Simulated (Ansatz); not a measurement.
The starting structures come from a database of crystals and need not be the phases stable at ambient conditions.

 Where the default PAW files enter, the runs use the earlier of Ansatz's two default sets.

By LDA and PBEsol, the system below comes out a metal.

Data:

```yaml
crystal:
  lattice:
    - [2.81246, 0.00000, 0.00000]
    - [-1.40623, 2.43566, 0.00000]
    - [0.00000, 0.00000, 4.86685]
  atoms:
    - { symbol: Al, position: [0.66667, 0.33333, 0.75000] }
    - { symbol: Al, position: [0.33333, 0.66667, 0.25000] }
```

Space group of this cell: P6_3/mmc, hcp (Mg type). The cell is taken as given; by PBEsol its mean pressure is -1.4 GPa.

The current runs along the normal of the first two printed vectors, the (001) plane. All runs by Ansatz (an electronic-structure program), plane waves and PAW, without spin-orbit coupling; the base is PBEsol.

```tsv
run	mean pressure (GPa)	G/A, both spins (10¹⁵ S/m²)
base	-1.4	1.70
all lengths scaled by 0.98	3.7	1.72
all lengths scaled by 1.02	-5.1	(withheld)
lda in place of pbesol	-3.0	1.71
lengths across the current scaled by 0.98, ions clamped	2.2	1.71
lengths across the current scaled by 1.02, ions clamped	-4.1	1.66
lengths along the current scaled by 0.97, ions clamped	0.8	(withheld)
lengths along the current scaled by 1.03, ions clamped	-3.0	1.63
```

Task: Complete the blanks.

Result: 
- all lengths scaled by 1.02, G/A, both spins (10¹⁵ S/m²): 1.64
- lengths along the current scaled by 0.97, ions clamped, G/A, both spins (10¹⁵ S/m²): 1.69
